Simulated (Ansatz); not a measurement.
**Ca(OH)2 (P-3m1, No. 164): smallest direct gap on the k points sampled by level of theory**

No measured value is used here.

| level (code) | value (eV) | cell (Å³/atom) |
|---|---|---|
| LDA (Ansatz) | [?] | 9.79 |
| BLYP (Ansatz) | 4.41 | 10.96 |
| PBEsol (Ansatz) | 4.19 | 10.47 |
| G0W0@HSE06 (Ansatz) | 8.11 | 10.96 |
| G0W0@PBEsol (Ansatz) | 7.12 | 10.96 |

Problem. Fill in the missing entries.

Solution. 
- LDA (Ansatz, a quantum-chemistry and plane-wave program), value (eV): 4.35

Computed values are for a static lattice.  LDA, PBEsol: the relaxation could not lower the start's symmetry, so the cell can be a saddle point above a distorted one. G0W0@HSE06: GW on a hybrid start was not checked against another program. Values are at a fixed cell, not relaxed at this level and not confirmed as the measured one; LDA at the level's own relaxed cell; PBEsol at the level's own relaxed cell. Ansatz's density-functional and Hartree–Fock values are scalar-relativistic unless marked +SOC, with PAW data made under PBE.
